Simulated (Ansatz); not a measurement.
```xyz
96
Lattice="28.221 0.000 0.000 15.286 19.955 0.000 0.000 0.000 4.073" Properties=species:S:1:pos:R:3 pbc="T T T"
Ge     4.286    -0.321     2.189
Ge     3.922     2.170     2.070
Ge     6.247     3.037     2.023
Ge     6.134     5.534     2.022
Ge     0.738    -0.411     0.422
Ge    28.564     2.066     0.086
Ge     2.680     2.976     0.028
Ge    30.820     5.485     0.015
Ge     4.933     6.367    -0.014
Ge    33.096     8.881    -0.014
Ge    29.600     6.298     2.050
Ge    29.576     8.831     2.039
Ge    11.325    -0.256     1.861
Ge    10.967     2.230     1.971
Ge    13.247     3.142     1.941
Ge    13.178     5.606     1.976
Ge     7.800    -0.284    -0.008
Ge     7.459     2.211    -0.017
Ge     9.779     3.056    -0.056
Ge     9.668     5.545    -0.038
Ge    11.993     6.395    -0.056
Ge    11.934     8.861    -0.030
Ge     8.473     6.360     2.004
Ge     8.400     8.850     2.021
Ge    10.744     9.653     2.010
Ge    10.712    12.120     2.014
Ge    13.070    12.852     2.016
Ge    13.065    15.286     1.976
Ge     7.226     9.697    -0.012
Ge    35.427    12.199     0.004
Ge     9.569    12.975    -0.021
Ge    37.832    15.457    -0.029
Ge    11.982    16.179    -0.077
Ge    40.772    18.580    -0.357
Ge    36.734    16.353     2.013
Ge    37.204    18.823     2.022
Ge    17.208    -0.047     2.402
Ge    17.776     2.354     2.119
Ge    20.146     3.075     2.071
Ge    20.189     5.558     2.063
Ge    14.858    -0.067    -0.489
Ge    14.414     2.349    -0.108
Ge    16.693     3.246     0.066
Ge    16.688     5.681     0.026
Ge    19.046     6.413     0.028
Ge    19.013     8.880     0.032
Ge    15.508     6.438     2.053
Ge    15.471     8.883     2.042
Ge    17.824     9.671     2.071
Ge    17.764    12.137     2.097
Ge    20.089    12.988     2.079
Ge    19.979    15.476     2.096
Ge    14.287     9.649     0.000
Ge    14.250    12.094    -0.012
Ge    16.580    12.927     0.065
Ge    16.510    15.390     0.100
Ge    18.791    16.302     0.070
Ge    18.434    18.788     0.177
Ge    15.344    16.184     2.149
Ge    14.899    18.600     2.527
Ge    24.363    -0.419     1.750
Ge    24.813     2.059     1.999
Ge    27.267     2.823     2.096
Ge    27.256     5.374     2.077
Ge    20.773    -0.291     0.022
Ge    21.245     2.180     0.030
Ge    23.655     2.944    -0.025
Ge    23.708     5.460    -0.003
Ge    26.083     6.262     0.032
Ge    26.068     8.796     0.019
Ge    22.552     6.333     2.038
Ge    22.532     8.835     2.053
Ge    24.883     9.651     2.055
Ge    24.825    12.165     2.054
Ge    27.159    13.047     2.026
Ge    27.078    15.556     2.012
Ge    21.358     9.682     0.020
Ge    21.285    12.172     0.036
Ge    23.624    12.999     0.019
Ge    23.511    15.495     0.017
Ge    25.836    16.362    -0.030
Ge    25.472    18.853    -0.150
Ge    22.299    16.321     2.057
Ge    21.958    18.816     2.047
Ge    31.911     9.736     2.021
Ge    31.896    12.270     2.009
Ge    34.271    13.072     2.045
Ge    34.324    15.588     2.067
Ge    28.403     9.701     0.001
Ge    28.378    12.234    -0.009
Ge    30.723    13.158    -0.036
Ge    30.712    15.709    -0.055
Ge    33.166    16.472     0.043
Ge    33.615    18.951     0.295
Ge    29.414    16.465     1.955
Ge    29.020    18.943     1.616
```

Relaxed with PBE run with Ansatz (a program for electronic structure).

Task: Which line defects does this cell hold, and where do they run?

Result: Ge (diamond structure), 90 degree partial dipole on the glide set: two lines along the third cell vector, Burgers vector (-2.35, 0.00, 0.00) Å and its opposite, glide plane {111}, near (x, y) = (15, 1) Å and (13, 18) Å.
